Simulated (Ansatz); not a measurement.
NiAs-type NiSb, treated with PBE-D3(BJ) in Ansatz (plane waves, PAW).

Settings: plane-wave cutoff 520 eV, 18×18×12 k mesh (along the axes of the cell as run), Fermi–Dirac smearing 0.05 eV, no spin polarisation, scalar-relativistic PAW data made under PBE.

Properties against volume:

Shape and atoms are relaxed at each volume.

```json
[
 {"V (Å³/atom)": "16.295", "P (GPa)": "5.55", "c (Å)": "5.027", "a (Å)": "3.869"},
 {"V (Å³/atom)": "16.635", "P (GPa)": "2.61", "c (Å)": "5.065", "a (Å)": "3.895"},
 {"V (Å³/atom)": "16.974", "P (GPa)": "0.00", "c (Å)": "5.102", "a (Å)": "3.920"},
 {"V (Å³/atom)": "17.314", "P (GPa)": "-2.31", "c (Å)": "5.138", "a (Å)": "3.945"},
 {"V (Å³/atom)": "17.653", "P (GPa)": "-4.37", "c (Å)": "5.175", "a (Å)": "3.969"}
]
```

Note: the bulk modulus comes from volumes at which shape and atoms were relaxed.

Ansatz is a first-principles code.
